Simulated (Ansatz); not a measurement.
A relaxation of cell and atoms of NbRu3 (Pm-3m, 4 atoms in the cell) with Ansatz (a first-principles code).

Method: LDA (PW92), default PAW files made with PBE (plane waves; Ansatz).

The change in words: atoms on their sites; basis.ecutwfc: 30.9 Ry → 21.7 Ry; relax: default → cell and atoms. Reference geometry:
```xyz
4
Lattice="3.8657 0.0000 0.0000 0.0000 3.8657 0.0000 0.0000 0.0000 3.8657" Properties=species:S:1:pos:R:3 pbc="T T T"
Nb     0.0000     0.0000     0.0500
Ru     0.0000     1.9328     1.9328
Ru     1.9328     0.0000     1.9328
Ru     1.9328     1.9328     0.0000
```

Reference input (self-consistent single point, DFT, LDA (PW92), plane waves, default PAW files made with PBE): basis.ecutwfc = 30.9 Ry; kpoints.mp_grid.grid = 7 7 7; hamiltonian.xc = lda; hamiltonian.pseudopotentials = {kind: paw} (the program's default PAW files); scf.occupations.method = gaussian; scf.occupations.width = 0.0073 Ry. This run's input differs from it in these lines:

Ansatz 0.2 input:
```diff
@@ -7,3 +7,3 @@
   atoms:
-    - { symbol: Nb, position: [0.000000, 0.000000, 0.012934] }
+    - { symbol: Nb, position: [0.000000, 0.000000, 0.000000] }
     - { symbol: Ru, position: [0.000000, 0.500000, 0.500000] }
@@ -12,3 +12,3 @@
 basis:
-  ecutwfc: 30.9 Ry
+  ecutwfc: 21.7 Ry
 kpoints:
@@ -20,2 +20,4 @@
   occupations: { method: gaussian, width: 0.0073 Ry }
+relax:
+  cell: {}
 output:
```

Log, with long lists cut:

```
   [... SCF lines of the steps left out ...]
relax step   1: F+E_penalty+E_count = -21717.23515927 eV  Δ(F+E_penalty+E_count) = +0.000e0 eV  max|allowed force component| = 5.206e-29 eV/Å  Δτ_max = 0.0000 Å  P = -10.224 GPa  Ω = 57.767 Å³  (7 SCF iters, dr2 threshold 1.00e-7 eV, accepted)
relax step   2: F+E_penalty+E_count = -21717.50382147 eV  Δ(F+E_penalty+E_count) = -2.687e-1 eV  max|allowed force component| = 6.771e-30 eV/Å  Δτ_max = 0.0000 Å  P = +30.098 GPa  Ω = 52.780 Å³  energy of the carried Pulay correction = +5.484e-1 eV  [...]
   [... lines left out ...]
relax step   9: F+E_penalty+E_count = -21717.31428891 eV  Δ(F+E_penalty+E_count) = -7.444e-3 eV  max|allowed force component| = 2.143e-29 eV/Å  Δτ_max = 0.0000 Å  P = -0.029 GPa  Ω = 55.821 Å³  energy of the carried Pulay correction = +7.335e-3 eV  [...]
relax step  10: F+E_penalty+E_count = -21717.29423180 eV  Δ(F+E_penalty+E_count) = +2.006e-2 eV  max|allowed force component| = 7.231e-30 eV/Å  Δτ_max = 0.0000 Å  P = -0.011 GPa  Ω = 55.821 Å³  stress off target by 1.05e-2 GPa  SCF on the basis [...]
basis re-selected at this cell: Δ(F+E_penalty+E_count) = +2.006e-2 eV, ΔP = +0.019 GPa vs the last step
the relaxation is at rest under the 48 symmetry operations that the run kept from its start: a minimum is not shown …
Free energy (F): -21717.294232 eV
Internal energy: -21717.272832 eV  (E = F + TS)
E sigma→0 (E₀):  -21717.283532 eV
Entropy (-TS):   -0.021399 eV (-5.350 meV/atom)
Fermi energy:    22.641108 eV
--- Forces (eV/Å), atoms counted from 1 ---
  atom   1  Nb     0.00000000     0.00000000     0.00000000
   [... zero for the other atoms too ...]
   [... lines left out ...]
  cell:  # Å, volume = 55.8212 Å³
   [... lines left out ...]
    - [-1.925929944387236e-34, -3.209883240645393e-35, 3.8217861828266857]
  atoms:
    - { symbol: Nb, position: [-4.503554924731697e-47, 1.929304787210042e-47, -6.78501683575397e-48] }
    - { symbol: Ru, position: [-4.484899183534704e-48, 0.5, 0.5] }
    - { symbol: Ru, position: [0.5, 2.378292858157788e-47, 0.5] }
    - { symbol: Ru, position: [0.5, 0.5, 5.725062009017483e-48] }
```

The run converged.  The full log also holds: “iter 3 did not close the SCF: its close was put off for the readings that it lacked (scf_convergence_deferred on its scf_iter line)”. The full log also holds: “iter 4 did not close the SCF: its close was put off for the readings that it lacked (scf_convergence_deferred on its scf_iter line)”.

Summary of the result:
| Property | Value |
|---|---|
| Free energy E − TS (on the zero of these files) | -21717.2942 eV |
| Fermi level (on the code's own zero) | 22.64 eV |
| Pressure | -0.01 GPa |
| Final cell | a = b = c = 3.822 Å, α = β = γ = 90.00° |
| Final volume per atom | 13.96 Å³ |
| Relaxation steps | 10 |

The starting cell comes from a database of computed structures (which also holds hypothetical and non-ambient phases and stackings), without a prior relaxation at this level. Its lattice was rescaled by up to half a per cent. Spin polarisation is off. The relaxation keeps the symmetry of its start, so its end need not be a minimum. Ansatz's pressure includes its estimate of the finite-basis (Pulay) stress. Without the estimate this run gives -17.38 GPa. The cutoff lies below the one recommended for these files.
